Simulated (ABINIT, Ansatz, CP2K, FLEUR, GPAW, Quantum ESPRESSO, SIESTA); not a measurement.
**Code comparison for Cd2SeS (P3m1, 4 atoms in the cell)**

Self-consistent single point.

```yaml
crystal:
  lattice:
    - [4.29722, 0.00000, 0.00000]
    - [-2.14861, 3.72150, 0.00000]
    - [0.00000, 0.00000, 7.00717]
  atoms:
    - { symbol: Cd, position: [0.00000, 0.00000, 0.49023] }
    - { symbol: Cd, position: [0.33333, 0.66667, 0.00964] }
    - { symbol: Se, position: [0.33333, 0.66667, 0.62575] }
    - { symbol: S, position: [0.00000, 0.00000, 0.12238] }
```

All programs got the same cell, k-point mesh and kind of occupations (in Ansatz's words: kpoints.mp_grid.grid = 6 6 3; scf.occupations.method = fermi_dirac; scf.occupations.width = 0.01 eV); potentials, basis and cutoffs are each program's usual ones.

```tsv
code	model	pressure (GPa)	largest force (eV/Å)	gap on the mesh (eV)	k-points	cutoff
SIESTA	GGA PBEsol, numerical atomic orbitals DZP, PseudoDojo PBEsol standard norm-conserving potentials (rewritten from UPF to PSML)	-5.05	0.137	0.789	60	grid 300 Ry
ABINIT	PBEsol, PAW (JTH v2.0 PBE PAW, files made for PBE)	-2.88	0.038	0.547	17	21 Ha
Ansatz	PBEsol, PAW files made with PBE	-2.95	0.031	0.560	17	default
FLEUR	PBEsol, all-electron FLAPW (FLEUR), scalar-relativistic valence	–	0.043	0.568	17	Kmax 4.5 1/bohr
GPAW	PBEsol, GPAW PAW datasets PBEsol (made by gpaw-setup)	-3.11	0.030	0.552	17	600 eV
Quantum ESPRESSO	PBEsol, GBRV 1.5 ultrasoft (PBESOL) pseudopotentials	-2.91	0.031	0.535	17	40 Ry
CP2K	PBEsol, GPW, DZVP-MOLOPT-SR-GTH basis, GTH-PBE potentials (GTH_POTENTIALS)	-1.67	0.043	0.512	56	grid 500 Ry
```

Size of the force on each atom (eV/Å): Sizes of forces hide their directions.

| code | Cd1 | Cd2 | Se3 | S4 |
|---|---|---|---|---|
| SIESTA | 0.137 | 0.114 | 0.073 | 0.047 |
| ABINIT | 0.038 | 0.026 | 0.005 | 0.017 |
| Ansatz | 0.031 | 0.027 | 0.002 | 0.006 |
| FLEUR | 0.043 | 0.036 | 0.002 | 0.004 |
| GPAW | 0.030 | 0.025 | 0.005 | 0.009 |
| Quantum ESPRESSO | 0.031 | 0.025 | 0.001 | 0.005 |
| CP2K | 0.043 | 0.033 | 0.019 | 0.009 |

A dash marks a value that a program does not give, or that is left out as unsure.

Gaps are read on the mesh.

The spread over the programs that give each value: pressure within 3.38 GPa; largest force within 0.107 eV/Å; gap on the mesh within 0.277 eV.

The starting cell comes from a database of computed structures (which also holds hypothetical and non-ambient phases and stackings), without a prior relaxation at this level. Its lattice was rescaled by a random factor within 2.5 % of one.

Q: Why do the programs differ, and what cannot be compared?

A: Differences of this kind can come from the potentials, where these differ, and from what each basis and cutoff leave unconverged. The valence holds different numbers of electrons (SIESTA 62, ABINIT 36, Ansatz (a first-principles code) 62, FLEUR 58, GPAW 36, Quantum ESPRESSO 36, CP2K 36). The zero of total energies and Fermi levels follows the potentials and each program's conventions, so they are not compared here. SIESTA and CP2K use small atom-centred bases, whose incompleteness enters pressures, forces and empty levels differently from a plane-wave cutoff. FLEUR treats all electrons, but the usual bases taken here (sphere radii, linearisation, local orbitals, empty states) were not tested for convergence, so the values are no reference for the others. Ansatz's pressure is given at a fixed set of plane waves, as the other plane-wave codes print theirs. The programs reduce the same mesh by symmetry to different extents, which changes the work and not the result. In the pressure, SIESTA (by 2.12) and CP2K (by 1.26) lie more than 1 GPa from the median of the plane-wave programs. In the gap, SIESTA (by 0.240) lies more than 0.12 eV from the median of the plane-wave programs. In the force vectors, SIESTA (by 0.106) lies more than 0.08 eV/Å from the median of the plane-wave programs.

Keys are those of Ansatz 0.2.
